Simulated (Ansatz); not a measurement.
Take ZnO in the wurtzite structure (space group P6_3mc, No. 186; a = 3.2308 Å, c = 5.2158 Å) as the base. Axes: x lies along a and z along c of the hexagonal cell.

Level of theory: PBEsol/PAW in Ansatz (an electronic-structure program), no SOC, earlier PAW set.

For the base:

The valence-band top at Γ comes out as 0.00, 0.00, -0.10 eV and the band gap comes out as 0.70 eV. The gap character is direct at Γ and the volume per atom is 11.79 Å³.

The change: compressive biaxial strain of 0.35 % in the plane normal to [001], as in epitaxy on a mismatched substrate; the out-of-plane cell vector and the atoms relax.

Problem. Predict the new valence-band top at Γ.

Solution. The valence-band top at Γ (three highest levels, from the VBM) stays 0.00, 0.00, -0.10 eV.

Problem. How does this affect the band gap?

Solution. The band gap is still 0.70 eV.

Problem. Predict the new gap character.

Solution. The gap character stays direct at Γ.

Problem. What happens to the volume per atom?

Solution. The volume per atom shrinks by 0.04 Å³ (11.79 Å³ → 11.75 Å³).

Stability against distortions was not tested.
